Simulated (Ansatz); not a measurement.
**1T (CdI2-type) PtTe₂**

These are PBE-D4 (PAW; Ansatz, an electronic-structure program) values and carry that method's errors.

Cell: relaxed at this level.

- interlayer binding energy: 47.8 meV/Å²
- layer repeat distance: 5.092 Å
- gap between the layers: 2.371 Å

Spin–orbit coupling is not included.

Static lattice: no zero-point or thermal effects.

It cost roughly 4 core-minutes of CPU time.
